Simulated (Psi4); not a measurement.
Psi4 1.11, TPSS/def2-svpd: B(F)(OAc)(OH) (CC(=O)OB(O)F), 11 atoms. The geometry is a generated start, not checked to be a minimum at this level.

- task = energy
- method = tpss
- basis = def2-svpd
- memory = 3 GB
- maxiter = 100
- keys of the molecule block = symmetry c1
- scf_type = df (default)
- guess = auto, which took SAD (default)
- scf_initial_accelerator = adiis (default)
- e_convergence = 1e-06 (default)
- d_convergence = 1e-06 (default)
- dft_radial_points = 75 (default)
- dft_spherical_points = 302 (default)
- basis functions = 184
- grid points = 237430

```xyz
11

B     -0.1345     0.6968     1.4964
F     -1.2478     0.1358     1.9834
O      0.3061     0.3712     0.2539
C     -0.4353    -0.0916    -0.7890
C      0.3984    -0.9397    -1.7045
O     -1.5845     0.1893    -0.9435
H     -0.1536    -1.1559    -2.6136
H      0.6433    -1.8706    -1.1952
H      1.3285    -0.4242    -1.9299
O      0.6004     1.4877     2.2729
H      0.2791     1.6013     3.1691
```

One run each on 2 threads. Values of diis_max_vecs tried: 3, 6, 10 (default), 20.

Q: How does the count of SCF iterations change with diis_max_vecs, and where is it least?

A: Fewest SCF iterations, within one of each other: 6 with 11, 10 (default) with 10, 20 with 10. The count rises to 27 at 3. All converge to one solution.

```tsv
diis_max_vecs	SCF iterations	end
3	27	same solution
6	11	same solution
10 (default)	10	same solution
20	10	same solution
```
